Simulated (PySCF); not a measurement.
PySCF 2.14.0, TPSSH/def2-tzvp, df: B(Cl)(Br)(NH2) (NB(Cl)Br), 6 atoms. The geometry is a generated start, not checked to be a minimum at this level.

```yaml
task: energy
method: tpssh
basis: def2-tzvp
two_electron_scheme: density fitting
mol.max_memory: 3000 MB
mf.max_cycle: 100
mf.conv_tol: 1e-09 (default)
mf.grids.level: 3 (default)
basis_functions: 159
grid_points: 86872
```

```xyz
6

B     -0.4806     0.1365    -0.2951
Cl    -1.7873    -0.9832    -0.5388
Br    -0.5668     1.8988    -0.9730
N      0.6450    -0.2511     0.4102
H      1.4278     0.3620     0.5798
H      0.7618    -1.1630     0.8170
```

With the defaults (mf.DIIS = CDIIS, mf.diis = true, mf.level_shift = 0, mf.diis_space = 8, newton = off, mf.diis_damp = 0, mf.init_guess = minao) it converges in 12 Fock builds. One run each on 2 threads, 1 BLAS thread, with these changes:
- newton = Hessian by the SCF's own integrals
- mf.diis_space = 12
- mf.diis_damp = 0.3
- mf.init_guess = 1e
- mf.DIIS = EDIIS
- mf.diis = false
- mf.diis_space = 3
- mf.diis_space = 5
- mf.level_shift = 1 Hartree

Problem. Name the settings that don't reach the solution of the defaults.

Solution. No convergence: mf.DIIS = EDIIS; mf.diis = false (the run ends without SCF convergence in 100 cycles). The rest reach the solution of the defaults.

| setting | Fock builds | end |
|---|---|---|
| the defaults | 12 | same solution |
| mf.diis_damp = 0.3 | 12 | same solution |
| mf.diis_space = 12 | 12 | same solution |
| mf.diis_space = 5 | 13 | same solution |
| mf.diis_space = 3 | 17 | same solution |
| newton = Hessian by the SCF's own integrals | 21 | same solution |
| mf.init_guess = 1e | 24 | same solution |
| mf.level_shift = 1 Hartree | 32 | same solution |
| mf.DIIS = EDIIS | 101 | no convergence |
| mf.diis = false | 101 | no convergence |

Under newton the count holds the products with the orbital Hessian.
